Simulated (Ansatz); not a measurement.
## A constructed model of the (111)B surface of zinc-blende AlAs, As-terminated, 2x2 Mg adatom at H3 (bottom of the slab: 3 H on 4 bottom sites)

All values below come from PBE (plane waves to 420 eV, PAW; Ansatz, a program for electronic structure).

Set-up: 36 atoms, 13.7 Å thick at the start with caps and adatoms (thin: gaps and levels are the slab's own); mesh 3x3x1; 0.025 eV smearing; dipole correction on; 8 atoms held, the rest relaxed; start symmetry kept, larger cells not searched; spin-polarised, ending with about 1.0 μB a cell; orders that need a larger cell were not tried, no spin-orbit, no U. It is one candidate, not shown to be the stable structure of the face.

The gap of the slab on its k-mesh is 0.30 eV and the highest filled level below the top vacuum level comes out as 4.32 eV. The energy released by relaxation is 0.81 eV, the magnetic moment of the cell is 1.00 μB and the cost is around 25 core-minutes (rough).
